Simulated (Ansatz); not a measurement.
Defect: interstitial La in amorphous Si27O54 (a melt-quenched model of 81 atoms), charge state +3. These are PBE, PAW (plane waves to 420 eV; Ansatz, a quantum-chemistry and plane-wave program) values and carry that method's errors.

Settings: 81 host sites, the glass model's own volume, the Γ point alone, smearing 0.01 eV, spin-restricted, no image-charge correction. Energies are static. Spin-orbit coupling is left out. This is one neighbourhood of one small, fast-quenched model, and the added charge may sit on a native defect of the glass. The charge state is imposed; whether it is stable for some Fermi level was not computed. Sites that were not tried may lie lower.

Barriers: single points on a 2×2×2 k-point mesh shifted by half a step at the bands' geometries.

The step: several atoms move together, La the farthest. Atoms about the jump, Cartesian Å from the middle of the jump, before and after:

```tsv
atom	x0	y0	z0	x1	y1	z1
La1	0.75	0.54	0.16	-0.75	-0.54	-0.16
O2	-0.60	0.52	1.88	-0.95	0.14	1.90
O3	0.90	-1.29	1.58	0.87	-1.37	1.47
O4	-1.00	2.11	-0.79	-1.09	2.13	-0.88
O5	-2.91	0.72	0.57	-2.94	0.83	0.48
Si6	-0.29	-0.84	2.70	-0.17	-0.98	2.76
O7	0.60	2.97	0.99	0.51	2.92	1.04
Si8	-2.56	1.35	-0.87	-2.67	1.57	-0.95
O9	-2.61	0.04	-1.87	-2.70	0.12	-1.86
O10	-0.46	-2.92	-1.62	-0.35	-2.87	-1.55
O11	-1.92	-3.05	0.48	-1.63	-2.96	0.57
Si12	-0.19	3.54	-0.40	-0.12	3.43	-0.39
```

Task: Where do these atoms stand at the saddle point, and how high is it?

Result: 
```tsv
atom	x	y	z
La1	-0.21	0.07	0.06
O2	-0.74	0.32	2.11
O3	0.87	-1.39	1.56
O4	-1.13	2.22	-0.94
O5	-2.75	0.79	0.52
Si6	-0.16	-0.99	2.85
O7	0.49	2.85	0.97
Si8	-2.67	1.49	-0.95
O9	-2.70	0.10	-1.88
O10	-0.36	-2.84	-1.56
O11	-1.67	-2.93	0.59
Si12	-0.17	3.52	-0.42
```
It lies 0.30 eV above the start and 0.19 eV above the end. The check of the saddle point's order was inconclusive.
